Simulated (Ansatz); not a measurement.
SnO2, pressure series

Start from SnO$_{2}$ in the rutile structure (space group P4_2/mnm, No. 136; a = 4.7692 Å, c = 3.2120 Å).

Cell and atoms are relaxed at each pressure.

Computed with PBEsol, PAW, 420 eV (Ansatz, an electronic-structure program; scalar-relativistic without spin-orbit coupling).

Candidates:
(a) pressure 4.5 GPa
(b) pressure 15 GPa
(c) pressure 22.5 GPa

Base values:

```
Item       Result
---------  ------
c/a ratio   0.673
```

Order them by c/a ratio, lowest first.

(a) pressure 4.5 GPa (0.677), (b) pressure 15 GPa (0.684), (c) pressure 22.5 GPa (0.688)

Load acts through the strain it causes; cell and atoms are relaxed under it. No phonon test of stability was made. No other phases were tried under pressure.
